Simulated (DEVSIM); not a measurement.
System: abrupt Ge p-n junction, at 300 K.

| layer (left to right) | material | thickness (μm) | Nd (cm⁻³) | Na (cm⁻³) | τn (s) | τp (s) |
|---|---|---|---|---|---|---|
| 1 | Ge | 89.0 | - | 1.6e17 | 4.5e-6 | 4.5e-6 |
| 2 | Ge | 170 | 4.5e13 | - | 4.5e-6 | 4.5e-6 |

Left contact: ohmic. Right contact: ohmic. Voltage is applied to the left contact. Recombination: SRH at mid-gap. Mobility is constant in doping.

Constants are typed, rounded textbook-type inputs, not results; the design itself was drawn at random and stands for no fabricated device. Values at 300 K.

| parameter | Ge |
|---|---|
| gap (eV) | 0.664 |
| affinity (eV) | 4 |
| permittivity | 16 |
| Nc (cm⁻³) | 1.04e19 |
| Nv (cm⁻³) | 6e18 |
| μn (cm²/Vs) | 3900 |
| μp (cm²/Vs) | 1900 |

DEVSIM, 1D drift-diffusion, Boltzmann statistics, complete ionisation; no tunnelling, impact ionisation, image-force lowering or self-heating.

Task: Tabulate band edges, carrier densities and field at zero bias.

Result: Energies count from the Fermi level of the right contact; mesh points crowd at the junctions.

```tsv
x (μm)	Ec (eV)	Ev (eV)	n (cm⁻³)	p (cm⁻³)	field (V/cm)
0.000	0.570	-0.094	2.7e9	1.6e17	≈ 0
0.07213	0.570	-0.094	2.7e9	1.6e17	≈ 0
0.3455	0.570	-0.094	2.7e9	1.6e17	≈ 0
1.455	0.570	-0.094	2.7e9	1.6e17	≈ 0
8.883	0.570	-0.094	2.7e9	1.6e17	≈ 0
35.63	0.570	-0.094	2.7e9	1.6e17	≈ 0
74.82	0.570	-0.094	2.7e9	1.6e17	≈ 0
86.66	0.570	-0.094	2.7e9	1.6e17	≈ 0
88.44	0.570	-0.094	2.7e9	1.6e17	≈ 0
88.87	0.570	-0.094	2.7e9	1.6e17	≈ 0
88.99	0.561	-0.103	3.9e9	1.1e17	-7100
89.07	0.480	-0.184	9.0e10	4.8e15	-5400
89.33	0.409	-0.255	1.4e12	3.1e14	-1600
90.40	0.334	-0.330	2.5e13	1.7e13	-290
97.89	0.315	-0.349	5.3e13	8.2e12	≈ 0
123.3	0.315	-0.349	5.3e13	8.2e12	≈ 0
204.8	0.315	-0.349	5.3e13	8.2e12	≈ 0
244.9	0.315	-0.349	5.3e13	8.2e12	≈ 0
256.8	0.315	-0.349	5.3e13	8.2e12	≈ 0
258.5	0.315	-0.349	5.3e13	8.2e12	≈ 0
258.9	0.315	-0.349	5.3e13	8.2e12	≈ 0
259.0	0.315	-0.349	5.3e13	8.2e12	≈ 0
```
